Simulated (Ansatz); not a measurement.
# Hypothetical P4_2/mnm WTe2, pressure series

The parent structure is WTe₂ (space group P4_2/mnm, No. 136; a = 6.5963 Å, c = 3.5772 Å; a hypothetical phase, not in the database extracts checked).

Cell and atoms are relaxed at each pressure.

Computed with PBEsol in Ansatz (plane waves to 420 eV, PAW, scalar-relativistic without spin-orbit coupling).

```csv
P (GPa),V (Å³/atom)
-2.00,26.547
-1.00,26.230
1.81,25.453
4.20,24.873
9.00,23.911
18.01,22.528
29.99,21.201
45.00,19.976
60.00,19.022
```

Q: Fit a third-order Birch–Murnaghan equation of state.

A: Least squares on P(V) = (3B₀/2)[(V₀/V)^(7/3) − (V₀/V)^(5/3)]·[1 + (3/4)(B₀′ − 4)((V₀/V)^(2/3) − 1)] gives V₀ = 25.93 Å³/atom, B₀ = 91 GPa and B₀′ = 4.8.

Load acts through the strain it causes; cell and atoms are relaxed under it. Whether these cells are dynamically stable was not tested. No other phases were tried under pressure. The final runs are not spin-polarised. WTe2 has a high density of states at the Fermi level and may be magnetic at this level.

Ansatz is a first-principles code.
